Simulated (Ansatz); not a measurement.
Consider WSi2 (space group I4/mmm, No. 139; a = 3.202 Å, c = 7.818 Å; relaxed with 0.1 eV smearing). Axes: x, y, z lie along a, b, c of the conventional cell.

Calculations: PBEsol, PAW, 420 eV (Ansatz, an electronic-structure program; scalar-relativistic without spin-orbit coupling).

One thing is altered: the cell is stretched by 1.50 % along z with no lateral relaxation, atoms relaxed at fixed cell.

Problem. Predict the stress tensor and what it implies for the stiffness.

Solution. Stress of the strained cell less that of the base (GPa, compression positive):
```
   -1.5     0.0     0.0
    0.0    -1.5     0.0
    0.0     0.0    -7.7
```

Then −Δσ_ii/ε with ε = 0.0150 gives secant stiffness values (nonlinear terms included at this strain): C33 ≈ 515 GPa, C13 ≈ 97 GPa and C23 ≈ 97 GPa.

As a check, the harmonic strain energy −½ V₀ Δσ:ε is 4.8 meV/atom; the computed energy rise is 5.0 meV/atom.

Stability against distortions was not tested. All final runs are without spin polarisation.
